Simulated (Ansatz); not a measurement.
Ansatz (an electronic-structure program) run on Fe3Si (Fm-3m, 4 atoms in the cell): relaxation of cell and atoms.

Computed with PBEsol, default PAW files made with PBE (plane waves; Ansatz).

The change in words: atoms on their sites; basis.ecutwfc: 30.9 Ry → 21.7 Ry; relax: default → cell and atoms. Reference geometry:
```
Fe3Si
1.0
    0.00000     2.79963     2.79963
    2.79963     0.00000     2.79963
    2.79963     2.79963     0.00000
Fe Si
3 1
Cartesian
  4.19944   4.19944   4.19944
  1.39981   1.39981   1.39981
  2.79963   2.79963   2.84963
  0.00000   0.00000   0.00000
```
Moments meant for the start (each program seeds them in its own way; μB, in the order of the atoms Fe Fe Fe Si): 4.0 4.0 4.0 0.0.

Reference input (self-consistent single point, DFT, PBEsol, plane waves, default PAW files made with PBE): basis.ecutwfc = 30.9 Ry; kpoints.mp_grid.grid = 6 6 6; hamiltonian.xc = pbesol; hamiltonian.pseudopotentials = {kind: paw} (the program's default PAW files); magnetization.spin_polarized = true; scf.occupations.method = gaussian; scf.occupations.width = 0.0073 Ry. This run's input differs from it in these lines:

Ansatz 0.2 input:
```diff
@@ -9,6 +9,6 @@
     - { symbol: Fe, position_ang: [1.39981350, 1.39981350, 1.39981350], spin: 4.0 }
-    - { symbol: Fe, position_ang: [2.79962700, 2.79962700, 2.84962834], spin: 4.0 }
+    - { symbol: Fe, position_ang: [2.79962700, 2.79962700, 2.79962700], spin: 4.0 }
     - { symbol: Si, position_ang: [0.00000000, 0.00000000, 0.00000000] }
 basis:
-  ecutwfc: 30.9 Ry
+  ecutwfc: 21.7 Ry
 kpoints:
@@ -22,2 +22,4 @@
   occupations: { method: gaussian, width: 0.0073 Ry }
+relax:
+  cell: {}
 output:
```

Output (repeated stretches shortened):

```
   [... SCF lines of the steps left out ...]
relax step   1: F+E_penalty+E_count = -13967.90948776 eV  Δ(F+E_penalty+E_count) = +0.000e0 eV  max|allowed force component| = 2.313e-17 eV/Å  Δτ_max = 0.0000 Å  P = -3.881 GPa  Ω = 43.886 Å³  (15 SCF iters, dr2 threshold 1.00e-7 eV, accepted)
relax step   2: F+E_penalty+E_count = -13968.05350341 eV  Δ(F+E_penalty+E_count) = -1.440e-1 eV  max|allowed force component| = 1.249e-16 eV/Å  Δτ_max = 0.0000 Å  P = +1.135 GPa  Ω = 43.437 Å³  energy of the carried Pulay correction = +1.401e-1 eV  [...]
   [... lines left out ...]
relax step 119: F+E_penalty+E_count = -13967.96785278 eV  Δ(F+E_penalty+E_count) = -4.361e-2 eV  max|allowed force component| = 8.789e-17 eV/Å  Δτ_max = 0.0000 Å  P = -0.341 GPa  Ω = 43.044 Å³  stress off target by 3.41e-1 GPa  SCF on the basis [...]
relax step 120: F+E_penalty+E_count = -13967.98327925 eV  Δ(F+E_penalty+E_count) = -1.543e-2 eV  max|allowed force component| = 9.946e-17 eV/Å  Δτ_max = 0.0000 Å  P = +0.243 GPa  Ω = 42.994 Å³  energy of the carried Pulay correction = +1.541e-2 eV  [...]
Step failed. What follows is not a result of the run: it is the report of the last solve that finished, which converged after 12 SCF iterations.
Magnetization: 4.9011 μB (28.4506 up, 23.5494 down)
Absolute magnetization: 5.2757 μB (∫|ρ↑−ρ↓|, with the PAW one-centre terms)
Spin contamination: 0.0751 ħ² per cell (⟨S²⟩ above its minimum at these occupations)
   [... lines left out ...]
Free energy (F): -13967.983279 eV
Fermi energy:    18.507052 eV
Error: variable-cell relaxation did not converge after 120 `relax_step` rows, as none of its last 49 fresh-basis SCF(s) at a relaxed cell met both thresholds with a finite energy. The last misses `relax.cell.stress_tol`: largest allowed force component 8.79e-17 eV/Å (`relax.f_tol` 1.00e-2 eV/Å), stress off the target on the free part of the cell 3.41e-1 GPa (`relax.cell.stress_tol` 5.00e-2 GPa), F+E_penalty+E_count -13967.96785278 eV. The closest is row 39, whose structure comes with this error. Larger ratio of force or stress to its threshold at each such SCF whose figures are numbers: 50.534, 15.772, 9.995, 1.835, 1.399, 1.078, 7.024, 1.848, 1.592, 1.374, 1.048, 7.050, 1.777, [...]
   [... lines left out ...]
to start a new deck from the relaxed geometry:
  cell:  # Å, volume = 43.0439 Å³
    - [-6.289599113957749e-35, 2.781595618460547, 2.781595618460547]
    - [2.781595618460547, 2.643224168149814e-34, 2.781595618460547]
    - [2.781595618460547, 2.781595618460547, 4.370873821968247e-34]
  atoms:
    - { symbol: Fe, position: [0.7499999999999999, 0.7499999999999999, 0.7499999999999999] }
    - { symbol: Fe, position: [0.24999999999999997, 0.24999999999999997, 0.24999999999999997] }
    - { symbol: Fe, position: [0.49999999999999994, 0.49999999999999994, 0.49999999999999994] }
    - { symbol: Si, position: [-4.443236685526009e-35, 6.423976978287935e-35, 9.280480569933929e-35] }
```

The relaxation ended unconverged. 

The starting cell comes from a database of computed structures (which also holds hypothetical and non-ambient phases and stackings), without a prior relaxation at this level. Its lattice was rescaled by up to half a per cent. The cutoff lies below the one recommended for these files.

Cost on one core of a shared machine: roughly 5 min.
